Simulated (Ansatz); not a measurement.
Base system: SiC (space group P6_3mc, No. 186).

```xyz
8
Lattice="3.0776 0.0000 0.0000 -1.5388 2.6653 0.0000 0.0000 0.0000 10.0763" Properties=species:S:1:pos:R:3 pbc="T T T"
Si     0.0000     0.0000     0.0031
Si     0.0000     0.0000     5.0412
Si     1.5388     0.8884     7.5597
Si     0.0000     1.7769     2.5216
C      0.0000     0.0000     8.1907
C      0.0000     0.0000     3.1526
C      1.5388     0.8884     5.6650
C      0.0000     1.7769     0.6268
```

Method: Ansatz (a quantum-chemistry and plane-wave program) r2SCAN, without spin-orbit coupling.

One change was made to it. Results:

```csv
quantity,base,after
smallest direct gap,3.78 eV,3.79 eV
"valley order (the lowest conduction-band minima on the path, energy above the VBM, named in the base's zone)","M (1/2, 0, 0) 2.60 eV; H (1/3, 1/3, 1/2) 3.67 eV","M (1/2, 0, 0) 2.61 eV; H (1/3, 1/3, 1/2) 3.68 eV"
density,3.22 g/cm³,3.28 g/cm³
```

Which of these changes matches the shifts?
(A) pressure −1 GPa
(B) pressure 15 GPa
(C) pressure 4.5 GPa

C, pressure 4.5 GPa. For comparison, the valley order in the other runs: pressure −1 GPa gives M (1/2, 0, 0) 2.60 eV; H (1/3, 1/3, 1/2) 3.67 eV; pressure 15 GPa gives M (1/2, 0, 0) 2.62 eV; H (1/3, 1/3, 1/2) 3.70 eV.

Load acts through the strain it causes; cell and atoms are relaxed under it. Stability against distortions was not tested. No other phases were tried under pressure.
